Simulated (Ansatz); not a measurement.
Worked calculations on one periodic cell of amorphous Ge30S30: Ge30S30, 60 atoms, volume 1438.0 Å³, made by a melt-quench on the CHGNet potential and relaxed with DFT. It is a model cell: composition and starting density were chosen by hand, and all elements were melted together. Cycles of charging were run to anneal it. Computed with PBE-D3(BJ), scalar-relativistic without spin-orbit coupling (plane waves to 420 eV, PAW; Ansatz, a first-principles code). Sampling: a 2×2×2 Γ-centred mesh; Fermi-Dirac width 0.05 eV; no spin polarisation. Its volume was relaxed, its shape was free, and it stands at a mean pressure of 0.5 GPa with stress components up to 0.6 GPa; the relaxation ran on one k-point at (1/4, 1/4, 1/4). Its density went from a set 3.43 to 3.63 g/cm³. The cell is small and was quenched far faster than a real film, so it is one sample of the glass.

Total energies at the same level (extrapolated to zero smearing): the glass cell -155937.393 eV at 0.5 GPa; orthorhombic GeS, relaxed, -20792.9336 eV for 8 atoms.

Question: How much energy would crystallisation to that phase release at 0 K?

Answer: Per atom: -155937.393/60 − (-20792.9336/8) = -2598.9566 − (-2599.1167) = +0.1601 eV. A formula unit has 2 atoms, so this is 2 × 0.1601 = 0.320 eV, or 31 kJ/mol (1 eV = 96.485 kJ/mol). Read it as an upper bound for a slowly cooled glass; no measured value is set beside it.

Cut-offs for bonds: Ge-Ge 2.85 Å, Ge-S 2.74 Å, S-S 2.39 Å. Counted neighbours: Ge: 2 with 2, 19 with 3, 9 with 4; S: 10 with 2, 19 with 3, 1 with 4.

Question: Set the mean coordination against the 8 − N rule, and count mechanical constraints (r/2 for stretching, 2r − 3 for bending at each atom with r ≥ 2) against the 3 degrees of freedom.

Answer: The rule gives (30 × 4 + 30 × 2)/60 = 3.00; the cell has 178/60 = 2.97. Summing the constraints over the counted atoms gives 265.0/60 = 4.42 per atom, so by this count the network is rigid and over-constrained. The count takes every angle as intact, which overstates rigidity where angles are soft (at over-coordinated atoms).
